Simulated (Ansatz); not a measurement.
Start from HgTe in the zinc blende structure (space group F-43m, No. 216; a = 6.651 Å).

The values are results of plane-wave PAW DFT at the PBE level (Ansatz, a program for electronic structure, 420 eV), without spin-orbit coupling, not measurements.

Base values:

```
Property                            Value
-----------------------------  ----------
Density                        7.41 g/cm³
Shortest interatomic distance     2.880 Å
```

It is then changed as follows: hydrostatic tension (pressure −2 GPa).

**Question.** What happens to the density?

**Answer.** The density decreases by 0.50 g/cm³, from 7.41 g/cm³ to 6.91 g/cm³.

**Question.** Predict the new shortest interatomic distance.

**Answer.** The shortest interatomic distance grows by 0.068 Å (2.880 Å → 2.948 Å).

Load acts through the strain it causes; cell and atoms are relaxed under it. No phonon test of stability was made. All final runs are without spin polarisation.
